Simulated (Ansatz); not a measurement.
The starting structures come from a database of crystals and need not be the phases stable at ambient conditions.

Evanescent states of ZrS$_{2}$ (P-3m1, CdI2 type, 3 atoms a cell, 21.8 Å³ an atom, 3 GPa at this level) along the normal of (110)

Calculation: r2SCAN (plane waves, PAW; Ansatz, a program for electronic structure).

The gap is the functional's own. No spin-orbit coupling. Mid-gap values are those at the computed energy nearest the middle.

Energies count from the valence-band top; κ is the least over a 6×6 mesh across the current.

| E (eV) | κ (1/Å) | where |
|---|---|---|
| 0.03 | 0.114 | Γ |
| 0.09 | 0.123 | Γ |
| 0.15 | 0.131 | Γ |
| 0.21 | 0.138 | Γ |
| 0.27 | ___ | Γ |
| 0.33 | ___ | Γ |
| 0.39 | ___ | Γ |
| 0.45 | ___ | Γ |
| 0.51 | ___ | off Γ |
| 0.57 | ___ | off Γ |
| 0.63 | ___ | off Γ |
| 0.69 | ___ | off Γ |
| 0.75 | 0.121 | off Γ |
| 0.81 | 0.104 | off Γ |
| 0.87 | 0.082 | off Γ |
| 0.93 | 0.047 | off Γ |

Task: Fill in the missing entries.

Result: 
- 0.27, κ (1/Å): 0.144
- 0.33, κ (1/Å): 0.150
- 0.39, κ (1/Å): 0.155
- 0.45, κ (1/Å): 0.159
- 0.51, κ (1/Å): 0.162
- 0.57, κ (1/Å): 0.154
- 0.63, κ (1/Å): 0.145
- 0.69, κ (1/Å): 0.134
